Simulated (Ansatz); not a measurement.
# Effect of biaxial strain −0.42 %, plane normal [111], relaxed out of plane on C

Consider C in the diamond structure (space group Fd-3m, No. 227; a = 3.560 Å). Axes: x, y, z lie along the cube axes.

Now apply this change: biaxial strain −0.42 %, plane normal [111], relaxed out of plane (Cartesian); in-plane vectors clamped, the third vector and the atoms free.

Level of theory: r2SCAN/PAW in Ansatz (a first-principles code), no spin-orbit coupling. Settings: 16×16×16 k-points, 0.05 eV Fermi–Dirac smearing.

```csv
quantity,base,changed,shift
volume per atom,5.64 Å³,5.60 Å³,-0.04 Å³
space group,Fd-3m (No. 227),R-3m (No. 166),–
shortest interatomic distance,154.2 pm,153.6 pm,-0.6 pm
energy relative to the base (free energy F),0 meV/atom,+0.8 meV/atom,+0.8 meV/atom
"pressure (mean of the normal stresses, compression positive)",0.01 GPa,3.68 GPa,+3.67 GPa
band gap,4.36 eV,4.38 eV,+0.02 eV
gap character,–,"indirect, Γ → F–Γ (25 % along)",–
smallest direct gap,5.90 eV,5.82 eV,-0.074 eV
"valence-band top at Γ (three highest levels, from the VBM)","0.00, 0.00, 0.00 eV","0.00, 0.00, -0.01 eV",–
"valley order (the lowest conduction-band minima on the path, energy above the VBM, named in the base's zone)","a point along ⟨100⟩, about 1.3 Å⁻¹ from Γ 4.36 eV","a point along [010], about 1.3 Å⁻¹ from Γ 4.38 eV; Γ 5.82 eV",–
out-of-plane strain,–,+0.04 %,–
```

Cost of the whole job for the changed cell (relaxation, final SCF and bands): around 30 core-seconds (rough).

Whether these cells are dynamically stable was not tested. Labels are those of the standard path for the cell's own space group.
